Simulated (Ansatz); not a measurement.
Abridged Ansatz (a first-principles code) output:

```
Pseudopotential: Te, paw, valence charge 16
Pseudopotential: O, paw, valence charge 6
Crystal: 3 atoms, lattice volume = 37.722 Å³
Basis set: ecut = 420 eV, 725 PW (Γ), exchange–correlation on 54×54×54 points (8 copies of the dense FFT grid, shifted against one another)
Bands: 18, of which v1, the nominal top of the filled ones, is band 14 counted from 1 (13 counted from 0)
Symmetry: 48 space group operations
k-points: 56 of 1331
Functional: x = pbesol(κ = 0.804, μ = 0.12345679012345678), c = pbesol(β = 0.046)
SCF iter   1: F=—  HF=-8020.445159 eV  |F-HF|=—  |Δ(HF+E_count)|=         —  Δρ=9.58e-3  dr2=2.19e-2  ethr=1.77e-3  ⟨swp⟩=5.8  Hψ=5214  notcnv=0
SCF iter   2: F=—  HF=-8020.441473 eV  |F-HF|=—  |Δ(HF+E_count)|=   3.69e-3  Δρ=4.92e-3  dr2=9.80e-3  ethr=7.83e-5  ⟨swp⟩=2.0  Hψ=2174  notcnv=0
SCF 1 converged in 7 iterations: F = -8020.439047 eV  dr2 = 1.38e-10
SCF converged after 7 iterations
Free energy (F): -8020.439047 eV
Internal energy: -8020.439039 eV  (E = F + TS)
E sigma→0 (E₀):  -8020.439043 eV
Entropy (-TS):   -0.000007 eV (-0.002 meV/atom)
Fermi energy:    12.138029 eV
--- Forces (eV/Å), atoms counted from 1 ---
  atom   1  Te    -0.00000000    -0.00000000     0.00000000
  atom   2  O     -0.00000000     0.00000000     0.00000000
  atom   3  O     -0.00000000     0.00000000     0.00000000
--- Stress (GPa, compression-positive) ---
        0.004320       0.000000      -0.000000
       -0.000000       0.004320      -0.000000
       -0.000000      -0.000000       0.004320
  P = ⅓ Tr σ = 0.0043 GPa (0.043 kbar)
```

### Question
What was computed, and what are the main results?

### Answer
TeO2, 3 atoms in the cell, with PBEsol (Ansatz; PAW; 420 eV plane waves; no SOC). The last SCF converged to F = -8020.439047 eV, or -2673.4797 eV per atom, at a pressure of 0.00 GPa. The total energy compares only with runs of the same code, potentials and settings.

Spin-orbit coupling, missing from the scalar runs, can matter with Te. Whether these cells are dynamically stable was not tested. The cell is TeO2 in the fluorite structure (space group Fm-3m, No. 225; a hypothetical phase, not in the database extracts checked).
